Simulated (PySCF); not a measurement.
PySCF 2.14.0, unrestricted HF/def2-tzvp, df: Sb(F)2 ([F][Sb][F]), charge 0, multiplicity 2, 3 atoms. The geometry is a generated start, not checked to be a minimum at this level.

```
Property                                             Value
-------------------------  -------------------------------
task                                                energy
method                                                  hf
basis                                            def2-tzvp
two-electron scheme                        density fitting
mol.max_memory                                     3000 MB
mf.max_cycle                                           100
mf.init_guess                              minao (default)
mf.DIIS                                    CDIIS (default)
mf.diis_space                                  8 (default)
mf.conv_tol                                1e-09 (default)
effective core potentials  those of the basis set, past Kr
basis functions                                        112
```

```xyz
3

Sb     0.7276     0.4522     0.4084
F     -0.5135     0.8408    -1.1190
F     -0.2141    -1.2930     0.7106
```

Charge 0 and multiplicity 2 are set for this test and not shown to be the ground state.

One run each on 2 threads, 1 BLAS thread. Values of level_shift (Hartree) tried: 0 (default), 0.1, 0.3, 1.

**Question.** Which value of level_shift (Hartree) needs the fewest Fock builds, and what happens away from it?

**Answer.** Fewest Fock builds, within one of each other: 0 (default) with 15, 0.1 with 16. The count rises to 26 at 1. All converge to one solution.

```
level_shift (Hartree)  Fock builds            end
---------------------  -----------  -------------
0 (default)                     15  same solution
0.1                             16  same solution
0.3                             18  same solution
1                               26  same solution
```
